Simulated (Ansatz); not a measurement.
Take TiO$_{2}$ in the rutile structure (space group P4_2/mnm, No. 136; a = 4.591 Å, c = 2.939 Å) as the base.

Now apply this change: full substitution O → C; the structure is relaxed again.

Levels (all Ansatz, a quantum-chemistry and plane-wave program, PAW): PBEsol (420 eV, without spin-orbit coupling); r2SCAN (500 eV, no spin-orbit coupling).

The geometry is relaxed with PBEsol.

```
Quantity          Result
---------------  -------
PBEsol pressure  0.0 GPa
```

With r2SCAN at the same geometry, the pressure goes from zero to 4.6 GPa.

Single points use the geometry relaxed with PBEsol. Their cutoffs differ, which shifts pressures a little. No phonon test of stability was made. As relaxed here, TiC2 is a hypothetical phase, not in the database extracts checked. The final runs are not spin-polarised. TiC2 has a high density of states at the Fermi level and may be magnetic at this level.
